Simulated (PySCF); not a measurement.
PySCF 2.14.0, WB97X/def2-svp, df: 1,5-cyclooctadiene (C1=CCCC=CCC1), 20 atoms. The geometry is a generated start, not checked to be a minimum at this level.

* **task**: energy
* **method**: wb97x
* **basis**: def2-svp
* **two-electron scheme**: density fitting
* **mol.max_memory**: 3000 MB
* **mf.max_cycle**: 100
* **mf.diis_space**: 8 (default)
* **mf.conv_tol**: 1e-09 (default)
* **mf.grids.level**: 3 (default)
* **basis functions**: 172
* **grid points**: 230640

```xyz
20

C     -0.6649    -1.7112    -0.1131
C      0.6595    -1.7152    -0.1094
C      1.5343    -0.5703    -0.5246
C      1.5346     0.5638     0.5290
C      0.6649     1.7121     0.1121
C     -0.6595     1.7144     0.1099
C     -1.5344     0.5699     0.5240
C     -1.5345    -0.5645    -0.5307
H     -1.1846    -2.5916     0.2422
H      1.1781    -2.5956     0.2472
H      1.1929    -0.1623    -1.4795
H      2.5532    -0.9347    -0.6640
H      2.5540     0.9261     0.6719
H      1.1881     0.1573     1.4829
H      1.1872     2.5917    -0.2398
H     -1.1779     2.5959    -0.2435
H     -1.1939     0.1611     1.4789
H     -2.5535     0.9348     0.6630
H     -1.1890    -0.1565    -1.4834
H     -2.5545    -0.9253    -0.6730
```

With the defaults (mf.diis = true, mf.damp = 0, mf.diis_start_cycle = 1, mf.level_shift = 0, mf.diis_damp = 0, mf.init_guess = minao, newton = off, mf.DIIS = CDIIS) it converges in 11 Fock builds. One run each on 2 threads, 1 BLAS thread, with these changes:
- mf.init_guess = sap
- mf.level_shift = 1 Hartree
- mf.diis = false, mf.damp = 0.7, mf.diis_start_cycle = 999
- mf.diis = false
- mf.init_guess = 1e
- mf.diis_damp = 0.3
- newton = Hessian by the SCF's own integrals
- mf.DIIS = EDIIS
- mf.level_shift = 0.1 Hartree

Problem. Which runs fail or end elsewhere than the default run?

Solution. No convergence: mf.diis = false (the run ends without SCF convergence in 100 cycles). The rest reach the solution of the defaults.

| setting | Fock builds | end |
|---|---|---|
| the defaults | 11 | same solution |
| mf.diis_damp = 0.3 | 11 | same solution |
| mf.level_shift = 0.1 Hartree | 12 | same solution |
| mf.init_guess = sap | 13 | same solution |
| mf.init_guess = 1e | 16 | same solution |
| newton = Hessian by the SCF's own integrals | 19 | same solution |
| mf.level_shift = 1 Hartree | 23 | same solution |
| mf.DIIS = EDIIS | 32 | same solution |
| mf.diis = false, mf.damp = 0.7, mf.diis_start_cycle = 999 | 37 | same solution |
| mf.diis = false | 101 | no convergence |

Under newton the count holds the products with the orbital Hessian.
